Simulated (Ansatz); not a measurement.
**SiC under a change: biaxial strain +0.60 %, plane normal [001], relaxed out of plane**

Take SiC in the wurtzite structure (space group P6_3mc, No. 186; a = 3.092 Å, c = 5.074 Å) as the base. Axes: x lies along a and z along c of the hexagonal cell.

Perturbation: tensile biaxial strain of 0.60 % in the plane normal to [001], as in epitaxy on a mismatched substrate; the out-of-plane cell vector and the atoms relax.

Level of theory: PBE in Ansatz (plane waves to 420 eV, PAW, no spin-orbit coupling). Γ-centred 12×12×7 mesh, Fermi–Dirac width 0.05 eV.

```csv
quantity,base,changed,shift
volume per atom,10.50 Å³,10.62 Å³,+0.115 Å³
space group,P6_3mc (No. 186),P6_3mc (No. 186),–
shortest interatomic distance,1.893 Å,1.902 Å,+0.009 Å
"pressure (mean of the normal stresses, compression positive)",0.00 GPa,-2.28 GPa,-2.28 GPa
band gap,2.31 eV,2.38 eV,+0.07 eV
gap character,"indirect, Γ → K","indirect, Γ → K",–
electron mass,"0.27 mₑ along c, 0.44 mₑ across (at K)","0.27 mₑ out of plane, 0.44 mₑ in plane (at K)",–
"valence-band top at Γ (three highest levels, from the VBM)","0.00, 0.00, -0.11 eV","0.00, 0.00, -0.05 eV",–
out-of-plane strain,–,-0.11 %,–
```

Final structure (turned so that z lies along the plane normal):

```xyz
4
Lattice="3.1105 0.0000 0.0000 1.5553 2.6938 0.0000 0.0000 0.0000 5.0686" Properties=species:S:1:pos:R:3 pbc="T T T"
Si     1.5553     0.8979     5.0646
Si     3.1105     1.7959     2.5304
C      1.5553     0.8979     1.9047
C      3.1105     1.7959     4.4389
```

Masses are band curvatures over ±0.01 Å⁻¹ around the edge. Whether these cells are dynamically stable was not tested.

Ansatz is a quantum-chemistry and plane-wave program.
